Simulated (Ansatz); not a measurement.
RuB2 (model structure, started from the AlB2 type, P6/mmm, No. 191, 3 atoms in the cell), treated with r²SCAN (Ansatz, a program for electronic structure, plane waves, PAW).

Numerical settings: plane-wave cutoff 560 eV, 24×24×18 k mesh (along the axes of the cell as run), Fermi–Dirac smearing 0.05 eV, no spin polarisation, scalar-relativistic PAW data made under PBE.

Cell (relaxed at this level):

```cif
data_B2Ru
_chemical_formula_sum 'Ru1 B2'
_space_group_name_H-M_alt 'P 1'
_space_group_IT_number 1
_cell_length_a 3.01397
_cell_length_b 3.01397
_cell_length_c 3.25788
_cell_angle_alpha 90.000
_cell_angle_beta 90.000
_cell_angle_gamma 120.000
loop_
_space_group_symop_operation_xyz
  'x, y, z'
loop_
_atom_site_label
_atom_site_type_symbol
_atom_site_fract_x
_atom_site_fract_y
_atom_site_fract_z
_atom_site_occupancy
Ru1 Ru 0.00000 0.00000 0.00000 1
B1 B 0.33333 0.66667 0.50000 1
B2 B 0.66667 0.33333 0.50000 1
```

What does this level give for the bulk modulus?


- bulk modulus: 298 GPa

Note: the run has no spin polarisation, so it can have missed a magnetic state; the bulk modulus is −V dP/dV from two relaxed cells at ±2 % in volume; the relaxation could raise the start's symmetry but not lower it, so the cell can be a saddle point.

Static lattice: no zero-point or thermal effects.

The result took around 2.9 core-minutes (rough).

A model structure was made by putting elements into a prototype or built by hand; it is no filed structure, need not be a known phase, and can be a saddle point held by its symmetry.
